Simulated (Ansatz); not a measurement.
A computed series for WSe2: thickness series

Base system: WSe2 in the 2H-MoS2 type structure (space group P6_3/mmc, No. 194; a = 3.300 Å, c = 13.151 Å; layered, stacked along the Cartesian z axis).

Free-standing slabs (3 atom(s) a layer) normal to the stacking axis with 15 Å of vacuum; in-plane cell relaxed.

The values are results of plane-wave PAW DFT at the r2SCAN+rVV10 level (Ansatz, a quantum-chemistry and plane-wave program, 500 eV), no SOC, not measurements.

Computed cases, in order: 1 layer; 2 layers; 3 layers; 4 layers.

Between which two neighbouring cases does the gap turn between direct and indirect?

Between 1 layer (1.70 eV, direct at K) and 2 layers (1.52 eV, indirect, Γ → K–Γ (47 % along)). The whole series: 1 layer: 1.70 eV, direct at K; 2 layers: 1.52 eV, indirect, Γ → K–Γ (47 % along); 3 layers: 1.33 eV, indirect, Γ → K–Γ (45 % along); 4 layers: 1.25 eV, indirect, Γ → K–Γ (45 % along).

Spin-orbit coupling, missing from the scalar runs, can matter with W. No phonon test of stability was made. k-point labels follow each cell's own Brillouin zone.
